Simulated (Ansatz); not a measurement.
Nb: response to strain

Take Nb in the bcc (W type) structure (space group Im-3m, No. 229; a = 3.303 Å) as the base. Axes: x, y, z lie along the cube axes.

Strains are applied to the cell and any free atomic positions relax; under biaxial strain the out-of-plane vector relaxes too; under stress the whole cell relaxes.

Method: r2SCAN in Ansatz (plane waves to 500 eV, PAW, scalar-relativistic without spin-orbit coupling).

Notes on the quantities. energy relative to the base: free energy F; pressure: mean of the normal stresses, compression positive.

```tsv
variant	energy relative to the base	volume per atom	pressure
base	0 meV/atom	18.01 Å³	0.0 GPa
biaxial strain +3.07 %, plane normal [001], relaxed out of plane	+20 meV/atom	18.42 Å³	-3.4 GPa
biaxial strain +4.77 %, plane normal [001], relaxed out of plane	___	___	___
biaxial strain +0.27 %, plane normal [110], relaxed out of plane	+0.1 meV/atom	18.04 Å³	-0.2 GPa
isotropic strain −4.66 %	+0.218 eV/atom	15.61 Å³	32.6 GPa
isotropic strain −1.16 %	+12 meV/atom	17.39 Å³	6.5 GPa
isotropic strain −1.10 %	+11 meV/atom	17.42 Å³	6.1 GPa
isotropic strain +5.95 %	+0.266 eV/atom	21.42 Å³	-21.9 GPa
uniaxial strain ε_zz = +1.09 %	+1.6 meV/atom	18.21 Å³	-1.8 GPa
uniaxial stress, 2 GPa compression along z	+1.5 meV/atom	17.95 Å³	–
```

Q: Some entries are withheld; estimate them.

A: 
- biaxial strain +4.77 %, plane normal [001], relaxed out of plane, energy relative to the base: +45 meV/atom
- biaxial strain +4.77 %, plane normal [001], relaxed out of plane, volume per atom: 18.71 Å³
- biaxial strain +4.77 %, plane normal [001], relaxed out of plane, pressure: -5.4 GPa

Without a gap, meshes like the base's 20×20×20 leave anisotropic stresses uncertain by several tenths of a GPa, and small strain energies with them. Beyond what the load breaks, stability against distortions was not tested. The final runs are not spin-polarised.

Ansatz is an electronic-structure program.
